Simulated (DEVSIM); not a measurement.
Si p+/n-/n+ power diode

Structure: Si p+/n-/n+ power diode, at 250 K.

```csv
layer (left to right),material,thickness (μm),Nd (cm⁻³),Na (cm⁻³),τn (s),τp (s)
1,Si,4.40,-,3e18,1.5e-5,1.5e-5
2,Si,3.30,2.5e15,-,1.5e-5,1.5e-5
3,Si,2.90,2.7e18,-,1.5e-5,1.5e-5
```

Left contact: ohmic. Right contact: ohmic. Voltage is applied to the left contact. Recombination: SRH at mid-gap, radiative. Mobility is μmin + (μ − μmin)/(1 + (N/Nref)^α).

The device is made up for the run: typed textbook-type constants, with dimensions and the other settings drawn at random. Values at 300 K; Nc and Nv go as T^1.5, mobilities as T to minus their exponent, the gap by Varshni's rule with the affinity fixed.

```csv
parameter,Si
gap (eV),1.124
affinity (eV),4.05
permittivity,11.7
Nc (cm⁻³),2.86e19
Nv (cm⁻³),3.1e19
μn (cm²/Vs),1417
μp (cm²/Vs),470
"μn,min",52
"μp,min",45
"Nref,n",9.7e16
"Nref,p",2.2e17
αn,0.68
αp,0.72
T exponent of μn,2.3
T exponent of μp,2.2
B (cm³/s),4.7e-15
Varshni α (eV/K),0.000473
Varshni β (K),636
```

DEVSIM, 1D drift-diffusion, Boltzmann statistics, complete ionisation; no tunnelling, impact ionisation, image-force lowering or self-heating.

* **Potential step across the device at zero bias**: 1.047 V
* **Dark forward voltage at 1 A/cm²**: 0.847 V
* **Dark forward voltage at 100 A/cm²**: 0.948 V

Dark reverse current:

```
V (V)   J (A/cm²)
------  ---------
-4.00    -4.6e-11
-10.00   -8.1e-11
-20.00   -1.2e-10
-30.00   -1.3e-10
-40.00   -1.4e-10
-60.00   -1.4e-10
```

Small-signal capacitance in reverse bias (quasi-static):

```json
[
 {"V (V)": "-4", "C (nF/cm²)": "6.56"},
 {"V (V)": "-10", "C (nF/cm²)": "4.37"},
 {"V (V)": "-20", "C (nF/cm²)": "3.23"},
 {"V (V)": "-30", "C (nF/cm²)": "3.14"},
 {"V (V)": "-40", "C (nF/cm²)": "3.14"},
 {"V (V)": "-60", "C (nF/cm²)": "3.13"}
]
```
